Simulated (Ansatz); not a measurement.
**InSb under a change: pressure −1 GPa**

Take InSb in the zinc blende structure (space group F-43m, No. 216; a = 6.450 Å) as the base.

Perturbation: hydrostatic tension (pressure −1 GPa).

All numbers come from plane-wave PAW DFT at the LDA level (Ansatz, a quantum-chemistry and plane-wave program, 420 eV), no SOC. Settings: 13×13×13 k-points, 0.05 eV Fermi–Dirac smearing.

| quantity | base | changed | shift |
|---|---|---|---|
| volume per atom | 33.54 Å³ | 34.31 Å³ | +0.77 Å³ |
| density | 5.86 g/cm³ | 5.73 g/cm³ | -0.13 g/cm³ |
| shortest interatomic distance | 5.278 bohr | 5.318 bohr | +0.040 bohr |
| enthalpy H = E + PV relative to the base's energy | – | -0.21 eV/atom | – |
| band gap | zero | zero | – |

With Sb present, leaving out spin-orbit coupling can change the band edges. Load acts through the strain it causes; cell and atoms are relaxed under it. Whether these cells are dynamically stable was not tested. All final runs are without spin polarisation. The zero or small gap of InSb can change with the level of theory.
